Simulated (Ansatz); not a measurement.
The reference is ZnS in the zinc blende structure (space group F-43m, No. 216).

```cif
data_S4Zn4
_chemical_formula_sum 'S4 Zn4'
_space_group_name_H-M_alt 'F-43m'
_space_group_IT_number 216
_space_group_name_Hall 'F -4 2 3'
_cell_length_a 5.38908
_cell_length_b 5.38908
_cell_length_c 5.38908
_cell_angle_alpha 90.000
_cell_angle_beta 90.000
_cell_angle_gamma 90.000
loop_
_atom_site_label
_atom_site_type_symbol
_atom_site_symmetry_multiplicity
_atom_site_Wyckoff_symbol
_atom_site_fract_x
_atom_site_fract_y
_atom_site_fract_z
_atom_site_occupancy
S1 S 4 d 0.75000 0.75000 0.75000 1
Zn1 Zn 4 a 0.00000 0.00000 0.00000 1
```
(The calculation used a cell of 2 atoms; values per cell refer to that cell.)

Calculations: Kohn–Sham DFT with the r2SCAN functional, run in Ansatz (an electronic-structure program) with PAW and 500 eV plane waves, scalar-relativistic without spin-orbit coupling.

| level | band gap | lattice parameter a |
|---|---|---|
| r2SCAN | 2.70 eV | 5.389 Å |

Question: From these computed values, estimate the measured ones, and say how each level misses.

Answer: Measured: band gap 3.94 eV (static lattice; corrected from measurement; as listed in Wei Chen et al., Physical Review Materials (2018)); lattice parameter a 5.41 Å (room temperature; as listed in Martin Albrecht, Beate Paulus, Hermann Stoll, Phys. Rev. B (1997)). Computed minus measured — band gap: r2SCAN -1.24 eV; lattice parameter a: r2SCAN -0.4 %. Measured values not marked as corrected hold thermal and zero-point effects that the static-lattice runs lack. A measured gap can be an optical one, lowered by exciton binding.

No phonon test of stability was made.
